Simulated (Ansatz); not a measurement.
**Element substitutions in CdS**

Base system: CdS in the wurtzite structure (space group P6_3mc, No. 186; a = 4.1643 Å, c = 6.7688 Å).

Each row replaces one element on all its sites; cell and atoms are relaxed.

The values are results of Kohn–Sham DFT with the r2SCAN functional, run in Ansatz (a program for electronic structure) with PAW and 500 eV plane waves, no SOC, earlier PAW set, not measurements.

```json
[
 {"case": "base", "band gap": "1.63 eV", "shortest interatomic distance": "2.545 Å", "density": "4.72 g/cm³", "space group": "P6_3mc (No. 186)"},
 {"case": "S → Se", "band gap": "1.10 eV", "shortest interatomic distance": "2.655 Å", "density": "5.51 g/cm³", "space group": "P6_3mc (No. 186)"},
 {"case": "S → Te", "band gap": "1.21 eV", "shortest interatomic distance": "2.840 Å", "density": "5.65 g/cm³", "space group": "P6_3mc (No. 186)"},
 {"case": "S → Os", "band gap": "zero", "shortest interatomic distance": "2.629 Å", "density": "10.61 g/cm³", "space group": "P6_3/mmc (No. 194)"}
]
```

With Os and Te present, leaving out spin-orbit coupling can change the band edges. Stability against distortions was not tested. As relaxed here, CdOs is a hypothetical phase, not in the database extracts checked. For CdTe in this form, whether it has been made was not checked. All final runs are without spin polarisation. CdOs has a high density of states at the Fermi level and may be magnetic at this level. This is not the structure that CdTe has at room temperature and ambient pressure.
